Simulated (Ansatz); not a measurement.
Thickness series in InPd

Start from InPd in the CsCl type structure (space group Pm-3m, No. 221; a = 3.247 Å). Axes: x, y, z lie along the cube axes.

Free-standing slabs (2 atom(s) a layer) normal to [110] with 15 Å of vacuum; in-plane cell held at bulk.

Level of theory: Kohn–Sham DFT with the PBEsol functional, run in Ansatz (a quantum-chemistry and plane-wave program) with PAW and 420 eV plane waves, scalar-relativistic without spin-orbit coupling.

Notes on the quantities. excess energy per area of both faces: slab less bulk energy over the cell's area: twice a surface energy; uncertain by up to 0.2 J/m²; layer's space group: with vacuum.

```json
[
 {"variant": "base", "excess energy per area of both faces": "–", "layer's space group": "–", "shortest interatomic distance": "2.812 Å", "thickness between the outermost nuclei": "–"},
 {"variant": "1 layer", "excess energy per area of both faces": "–", "layer's space group": "Pmmm (No. 47)", "shortest interatomic distance": "2.812 Å", "thickness between the outermost nuclei": "–"},
 {"variant": "2 layers", "excess energy per area of both faces": "1.95 J/m²", "layer's space group": "Pmma (No. 51)", "shortest interatomic distance": "2.793 Å", "thickness between the outermost nuclei": "2.52 Å"},
 {"variant": "3 layers", "excess energy per area of both faces": "1.9 J/m²", "layer's space group": "Pmmm (No. 47)", "shortest interatomic distance": "(withheld)", "thickness between the outermost nuclei": "4.86 Å"},
 {"variant": "4 layers", "excess energy per area of both faces": "1.9 J/m²", "layer's space group": "Pmma (No. 51)", "shortest interatomic distance": "2.698 Å", "thickness between the outermost nuclei": "7.13 Å"},
 {"variant": "5 layers", "excess energy per area of both faces": "1.9 J/m²", "layer's space group": "Pmmm (No. 47)", "shortest interatomic distance": "2.709 Å", "thickness between the outermost nuclei": "9.46 Å"},
 {"variant": "6 layers", "excess energy per area of both faces": "1.9 J/m²", "layer's space group": "Pmma (No. 51)", "shortest interatomic distance": "2.703 Å", "thickness between the outermost nuclei": "11.76 Å"},
 {"variant": "7 layers", "excess energy per area of both faces": "1.9 J/m²", "layer's space group": "Pmmm (No. 47)", "shortest interatomic distance": "2.705 Å", "thickness between the outermost nuclei": "14.06 Å"}
]
```

### Question
Fill in the withheld entries from the trend.

### Answer

- 3 layers, shortest interatomic distance: 2.701 Å

Slab and bulk use different k-meshes, which limits the precision of the excess energy. Stability against distortions was not tested. The final runs are not spin-polarised.
